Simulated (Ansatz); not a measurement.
Reference: ZnSe (F-43m), PBEsol with spin-orbit coupling, rigid bands (plane waves, PAW; Ansatz, a program for electronic structure); axes and stresses refer to this cell.

```
ZnSe
1.0
    0.00000     2.81662     2.81662
    2.81662     0.00000     2.81662
    2.81662     2.81662     0.00000
Zn Se
1 1
Direct
  0.00000   0.00000   0.00000
  0.75000   0.75000   0.75000
```

The band gap is 1.11 eV and the Seebeck coefficient, n-type 1e19 cm⁻³ comes out as -64 μV/K. The Seebeck coefficient, p-type 1e19 cm⁻³ is 297 μV/K.

Question: Change: functional PBE, cell relaxed with it. What happens to band gap, Seebeck coefficient, n-type 1e19 cm⁻³, Seebeck coefficient, p-type 1e19 cm⁻³?

Answer: band gap decreases to 1.03 eV; Seebeck coefficient, n-type 1e19 cm⁻³ moves little, to -64 μV/K; Seebeck coefficient, p-type 1e19 cm⁻³ goes up to 306 μV/K.

Seebeck coefficients are for the stated density at 300 K, with one relaxation time for all states and whether or not that doping can be reached.
